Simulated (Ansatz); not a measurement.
## HgS: biaxial strain −1.25 %, plane normal [111], relaxed out of plane

Take HgS in the zinc blende structure (space group F-43m, No. 216; a = 5.876 Å) as the base. Axes: x, y, z lie along the cube axes.

It is then changed as follows: compressive biaxial strain of 1.25 % in the plane normal to [111], as in epitaxy on a mismatched substrate; the out-of-plane cell vector and the atoms relax.

Computed with PBEsol (Ansatz, a first-principles code), no spin-orbit coupling. Γ-centred 10×10×10 mesh, Fermi–Dirac width 0.05 eV.

- Volume per atom = 25.03 Å³ (base 25.36 Å³)
- Space group = R3m (No. 160) (base F-43m (No. 216))
- Energy relative to the base (free energy F) = +2.3 meV/atom
- Pressure (mean of the normal stresses, compression positive) = 0.8 GPa (base 0.0 GPa)
- Band gap = zero (base zero)
- Out-of-plane strain = +1.21 % (rough)

Cost of the whole job for the changed cell (relaxation, final SCF and bands): about 50 core-seconds (a rough figure).

Without a gap, meshes like the base's 10×10×10 leave anisotropic stresses uncertain by several tenths of a GPa, and small strain energies with them. With Hg present, leaving out spin-orbit coupling can change the band edges. Whether these cells are dynamically stable was not tested. All final runs are without spin polarisation. A zero or small gap of HgS can be the functional's error rather than a property of the material.
